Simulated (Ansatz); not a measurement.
# Several settings converged on Li3Ag (I4/mmm, 4 atoms in the cell)

```yaml
crystal:
  lattice:
    - [-2.10280, 2.10280, 3.65758]
    - [2.10280, -2.10280, 3.65758]
    - [2.10280, 2.10280, -3.65758]
  atoms:
    - { symbol: Li, position: [0.25000, 0.75000, 0.50000] }
    - { symbol: Li, position: [0.75000, 0.25000, 0.50000] }
    - { symbol: Li, position: [0.50000, 0.50000, 0.00000] }
    - { symbol: Ag, position: [0.00000, 0.00000, 0.00000] }
```

Base method: LDA (PW92), default PAW files made with PBE (plane waves; Ansatz, a program for electronic structure).

Base settings: basis.ecutwfc = 420 eV; kpoints.mp_grid.grid = 11 11 11; hamiltonian.xc = lda; hamiltonian.pseudopotentials = {kind: paw} (the program's default PAW files); scf.occupations.method = gaussian; scf.occupations.width = 0.1 eV.

Core times come from one kind of shared machine, to one figure; runs under 30 s give none.

**Zone-centre phonons against the cutoff**

In this ladder: phonons.method = dfpt.

The mesh stays at the base's, so the ladder's end is converged at best in this setting alone.

Frequencies are those of the unrelaxed cell, without the LO-TO term of polar crystals.

Only quantities that move along the ladder and can be compared are tabulated.

```tsv
basis.ecutwfc	highest zone-centre frequency (cm⁻¹)	lowest optical frequency (cm⁻¹)	core time / last (rough)
210 eV	413.4	191.4	0.2
250 eV	388.6	164.1	0.2
295 eV	384.3	156.0	0.3
355 eV	385.0	157.2	0.6
420 eV	385.0	157.2	0.5
505 eV	385.0	157.2	0.9
630 eV	385.0	157.2	1
```

Coarsest basis.ecutwfc that holds the highest zone-centre frequency within 5 cm⁻¹ of the last step, with all finer ones: 250 eV, at about 0.2 of the last step's time; the step before is off by 28 cm⁻¹.

Coarsest basis.ecutwfc that holds the lowest optical frequency within 2 cm⁻¹ of the last step, with all finer ones: 295 eV, at about 0.3 of the last step's time; the step before is off by 6.9 cm⁻¹.

**Zone-centre phonons against the mesh**

In this ladder: phonons.method = dfpt.

Frequencies are those of the unrelaxed cell, without the LO-TO term of polar crystals.

Only quantities that move along the ladder and can be compared are tabulated.

```tsv
kpoints.mp_grid.grid	highest zone-centre frequency (cm⁻¹)	lowest optical frequency (cm⁻¹)	core time / last (rough)
3 3 3	376.6	140.8	–
4 4 4	386.4	168.0	–
5 5 5	383.9	157.2	–
6 6 6	385.6	160.8	–
7 7 7	384.6	153.1	–
9 9 9	384.9	157.4	0.04
13 13 13	384.9	156.5	0.1
16 16 16	384.9	156.8	0.3
20 20 20	384.9	156.3	1
```

Coarsest kpoints.mp_grid.grid that holds the highest zone-centre frequency within 2 cm⁻¹ of the last step, with all finer ones: 4 4 4; the step before is off by 8.2 cm⁻¹.

Coarsest kpoints.mp_grid.grid that holds the lowest optical frequency within 2 cm⁻¹ of the last step, with all finer ones: 9 9 9, at about 0.04 of the last step's time; the step before is off by 3.3 cm⁻¹.

On the base run: the starting cell comes from a database of computed structures (which also holds hypothetical and non-ambient phases and stackings), without a prior relaxation at this level. Its lattice was rescaled by up to half a per cent.

Keys are those of Ansatz 0.2.
